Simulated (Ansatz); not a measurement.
Base system: TiO$_{2}$ in the rutile structure (space group P4_2/mnm, No. 136).

```
CELL_PARAMETERS angstrom
      4.59117     0.00000     0.00000
      0.00000     4.59117     0.00000
      0.00000     0.00000     2.93906
ATOMIC_POSITIONS crystal
  Ti 0.00000 0.00000 0.00000
  Ti 0.50000 0.50000 0.50000
  O  0.30444 0.30444 0.00000
  O  0.80444 0.19556 0.50000
  O  0.19556 0.80444 0.50000
  O  0.69556 0.69556 0.00000
```

All numbers come from Kohn–Sham DFT with the PBEsol functional, run in Ansatz (a program for electronic structure) with PAW and 420 eV plane waves, spin-orbit coupling left out.

Carriers are added at fixed cell with a uniform background; the Fermi–Dirac width is that of 300 K.

One change was made to it. Results:

The gap between the host's bands goes up by 0.05 eV (1.87 eV → 1.92 eV); the Fermi level relative to the doped band's edge (positive inside the band; to 0.05 eV) amounts to +0.35 eV; the gap character remains direct at Γ.

Task: What was done to the base?
A) electrons 3.0×10^21 cm⁻³
B) holes 3.0×10^21 cm⁻³
C) holes 2.0×10^22 cm⁻³
D) electrons 2.0×10^22 cm⁻³

Result: B, holes 3.0×10^21 cm⁻³. For comparison, the gap between the host's bands in the other runs: holes 2.0×10^22 cm⁻³ gives 2.22 eV; electrons 2.0×10^22 cm⁻³ gives 2.52 eV; electrons 3.0×10^21 cm⁻³ gives 1.97 eV.

Charged cell with a jellium background: band edges are those of the host's band count, energies are not comparable with the neutral cell, and many-body gap narrowing is missing. Stability against distortions was not tested. All final runs are without spin polarisation.
